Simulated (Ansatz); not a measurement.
For white tin (β-Sn), PBEsol-D3(BJ) (plane waves, PAW; Ansatz, a program for electronic structure) gives:

| Quantity | Result |
|---|---|
| lattice parameter a | 5.756 Å |
| c axis length | 3.110 Å |
| bulk modulus | 63.0 GPa |
| cohesive energy | 3.98 eV/atom |

Task: What does r²SCAN+rVV10 (plane waves, PAW; Ansatz) give for the same quantities?

Result: 
- lattice constant a: 5.852 Å (rises by 1.7 %)
- lattice parameter c: 3.169 Å (grows by 1.9 %)
- bulk modulus: 57.4 GPa (decreases by 8.9 %)
- cohesive energy: 3.40 eV/atom (decreases by 0.58 eV/atom)

For comparison: lattice constant a 5.831 Å (measured, 293 K, no zero-point or thermal correction; as tabulated in Wikipedia's data pages); lattice parameter c 3.181 Å (measured, 293 K, not corrected to a static lattice; as tabulated in Wikipedia's data pages); bulk modulus 57.0 GPa (measured, temperature not stated, not corrected to a static lattice; as tabulated in Chen et al. (2023), arXiv:2209.05059).

Changes are worked out from the printed values.

Unless a cell is named, each level is at its own relaxed cell (PBEsol-D3(BJ) 25.76, r²SCAN+rVV10 27.13 Å³/atom).

Levels without +SOC leave out spin–orbit coupling, which shifts energies and cells of such heavy elements.

Ansatz's density-functional and Hartree–Fock values are scalar-relativistic unless marked +SOC, with PAW data made under PBE.
